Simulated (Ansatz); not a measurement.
The parent structure is HfO2 in the fluorite structure (space group Fm-3m, No. 225; a = 5.098 Å).

The change: every lattice vector is shortened by 0.94 %; the atoms relax in the strained cell.

Levels (all Ansatz, a quantum-chemistry and plane-wave program, PAW, earlier PAW set): PBE (420 eV, spin-orbit coupling left out); HSE06+SOC (600 eV, with spin-orbit coupling).

The geometry is relaxed with PBE.

| Quantity | Value |
|---|---|
| PBE lowest conduction level above the VBM at special points | X 3.82 eV; Γ 3.91 eV; U 4.35 eV |

Task: How does going to HSE06+SOC change the lowest conduction level above the VBM at special points?

Result: The lowest conduction level above the VBM at special points changes from X 3.82 eV; Γ 3.91 eV; U 4.35 eV to X 5.43 eV; Γ 5.60 eV; U 5.99 eV.

Single points use the geometry relaxed with PBE. The hybrid gap comes from the SCF mesh plus the semilocal run's edge points and a few special points and is an upper bound. Differences between runs with and without spin-orbit coupling are approximate. The levels and masses belong to the bands next to the band gap. Stability against distortions was not tested. This is not the structure that HfO2 has at room temperature and ambient pressure.
